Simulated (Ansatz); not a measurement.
## Sn in the diamond structure (space group Fd-3m, No. 227)

Sn has the cubic space group Fd-3m, origin choice 1 (No. 227), the diamond structure, Pearson symbol cF8. Lattice parameters: a = b = c = 6.656 Å, α = β = γ = 90.00°. Sn on 8b is coordinated by 4 Sn at 2.882 Å (tetrahedral). (Neighbours: up to the widest gap in distance over summed covalent radii, below 1.35, at either atom.)
(The calculation used a cell of 2 atoms; values per cell refer to that cell.)

All numbers come from PBE, PAW, 420 eV (Ansatz, a program for electronic structure; without spin-orbit coupling). Γ-centred 12×12×12 mesh, Fermi–Dirac width 0.05 eV.

```json
{
  "volume_per_atom": "36.86 Å³",
  "density": "5.35 g/cm³",
  "band_gap": "zero",
  "total_energy": "-6024.212 eV/atom (σ→0; compares only within this code and set-up)"
}
```

No phonon test of stability was made.
